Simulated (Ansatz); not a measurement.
Consider the formation energy of SnSe2 (CdI2 type, P-3m1) from the elements. Reaction: Sn (white tin) + 2 Se (P3₁21) → SnSe2 (CdI2 type). Negative: the products are lower in energy. The value is per atom of the solid.

SnSe2 (CdI2 type, P-3m1), 3 atoms in the cell, k-point mesh 12×12×6 on the run's own vectors.
```
SnSe2
1.0
    3.83997     0.00000     0.00000
   -1.91998     3.32551     0.00000
    0.00000     0.00000     6.00796
Sn Se
1 2
Direct
  0.00000   0.00000   0.00000
  0.66667   0.33333   0.73474
  0.33333   0.66667   0.26526
```

Sn (white tin, I4₁/amd), 2 atoms in the cell, k-point mesh 22×22×22 on the run's own vectors. Conventional cell: a = b = 5.8626 Å, c = 3.1683 Å, α = β = γ = 90.00°.

Se (P3₁21), 3 atoms in the cell, k-point mesh 12×12×8 on the run's own vectors. Conventional cell: a = b = 4.0658 Å, c = 5.1310 Å, α = β = 90.00°, γ = 120.00°.

Plane-wave PAW calculations with Ansatz (a first-principles code), its default PAW set, cutoff 420 eV, 500 eV for r2SCAN. The structures are at rest with PBE+D3(BJ); other levels are single points on them, but for the rows marked own geometry. HSE06 runs on coarser k-point meshes, mended by the PBE difference between the two meshes. Some cells are metallic or hold partly filled levels, where a hybrid on a coarse mesh is less sure. Neutral cells; Fermi-Dirac smearing of at most 0.10 eV in the solids, energies taken to zero width. The lattices are those relaxed with PBE+D3(BJ), so at other levels the solids can be strained, which adds to the spread. A dispersion term (D3(BJ), or D4 for r2SCAN) was computed beside these levels and is taken off wherever the name lacks it. No zero-point or thermal terms. The runs are scalar-relativistic, without spin-orbit coupling.

Question: Predict the value from r2SCAN+D4.

Answer: -0.48 eV/atom, for Sn (white tin) + 2 Se (P3₁21) → SnSe2 (CdI2 type).

Question: What do the other levels give, and how wide is the spread?

Answer: 
```
Level                     value (eV/atom)  less r2SCAN+D4
------------------------  ---------------  --------------
PBE                                 -0.36            0.12
PBE+D3(BJ)                          -0.35            0.13
HSE06+D3(BJ)                        -0.45            0.03
r2SCAN+D4 (own geometry)            -0.47            0.01
```

The levels span 0.13 eV/atom, from r2SCAN+D4 (-0.48) to PBE+D3(BJ) (-0.35).
